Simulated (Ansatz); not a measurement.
Consider GaN in the zinc blende structure (space group F-43m, No. 216; a = 4.4982 Å).

Levels (all Ansatz, an electronic-structure program, PAW, earlier PAW set): r2SCAN (500 eV, no SOC); HSE06 (420 eV, without spin-orbit coupling); HSE06+SOC (420 eV, with spin-orbit coupling).

One geometry, relaxed with r2SCAN, under each level:

The valence-band top lists the three highest levels at Γ (Kramers pairs under SOC), from the VBM.

```csv
level,band gap,lowest conduction level above the VBM at special points,valence-band top at Γ
r2SCAN,2.17 eV,Γ 2.17 eV; X 3.77 eV; L 5.22 eV,"0.00, 0.00, 0.00 eV"
HSE06,3.00 eV,Γ 3.00 eV; X 4.45 eV; L 6.12 eV,–
HSE06+SOC,2.99 eV,Γ 2.99 eV; X 4.45 eV; L 6.11 eV,"0.00, 0.00, -0.02 eV"
```

Single points use the geometry relaxed with r2SCAN. Differences between runs with and without spin-orbit coupling are approximate. Whether these cells are dynamically stable was not tested. This is not the structure that GaN has at room temperature and ambient pressure.
